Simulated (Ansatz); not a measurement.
How a calculation on KSc₂ (Fd-3m, 6 atoms in the cell) responds to its settings

```xyz
6
Lattice="0.0000 4.5234 4.5234 4.5234 0.0000 4.5234 4.5234 4.5234 0.0000" Properties=species:S:1:pos:R:3 pbc="T T T"
Sc     1.1309     1.1309     1.1309
Sc     1.1309     3.3926     3.3926
Sc     3.3926     1.1309     3.3926
Sc     3.3926     3.3926     1.1309
K      6.7851     6.7851     6.7851
K      4.5234     4.5234     4.5234
```

Base run A: LDA (PW92), default PAW files made with PBE run with Ansatz (a program for electronic structure), self-consistent single point.

Its settings: basis.ecutwfc = 420 eV; kpoints.mp_grid.grid = 9 9 9; hamiltonian.xc = lda; hamiltonian.pseudopotentials = {kind: paw} (the program's default PAW files); scf.occupations.method = cold; scf.occupations.width = 0.1 eV.

The starting cell was generated: these elements placed on a structure prototype, without a prior relaxation; it need not be a known phase or ordering of this composition. Ansatz's pressure includes its estimate of the finite-basis (Pulay) stress.

ΔF is the free energy per atom less that of run A. 

The first pressure column holds Ansatz's estimate of the finite-basis (Pulay) stress, which hides part of the cutoff error; the other is without it.

In some runs the Pulay estimate is large (up to 12 GPa), a sign of a cutoff far from converged.

Run A gave: pressure (GPa) 0.63; pressure at a fixed set of plane waves (GPa) 0.63.

Runs:
- B: lattice scaled by 0.97
- C: lattice scaled by 0.97; basis.ecutwfc: 420 eV → 250 eV
- D: lattice scaled by 0.985
- E: lattice scaled by 0.985; basis.ecutwfc: 420 eV → 250 eV
- F: lattice scaled by 1.015
- G: lattice scaled by 1.015; basis.ecutwfc: 420 eV → 250 eV
- H: lattice scaled by 1.03
- I: lattice scaled by 1.03; basis.ecutwfc: 420 eV → 250 eV
- J: basis.ecutwfc: 420 eV → 250 eV

Problem. What does run G change against A?

Solution. The free energy goes up by 301 meV/atom and the pressure goes from 0.63 to -0.34 GPa.

Problem. What does run F change against A?

Solution. The free energy hardly moves (within 1 meV/atom) and the pressure goes from 0.63 to -0.57 GPa.

| run | ΔF (meV/atom) | pressure (GPa) | pressure at a fixed set of plane waves (GPa) |
|---|---|---|---|
| A | 0.00 | 0.63 | 0.63 |
| B | 34.7 | 3.68 | 3.67 |
| C | 341.7 | 3.68 | -8.14 |
| D | 11.2 | 2.04 | 2.03 |
| E | 317.5 | 2.13 | -9.24 |
| F | -0.10 | -0.57 | -0.58 |
| G | 300.9 | -0.34 | -10.73 |
| H | 9.9 | -1.59 | -1.60 |
| I | 309.5 | -1.41 | -11.29 |
| J | 303.8 | 0.84 | -10.07 |

Keys are those of Ansatz 0.2.
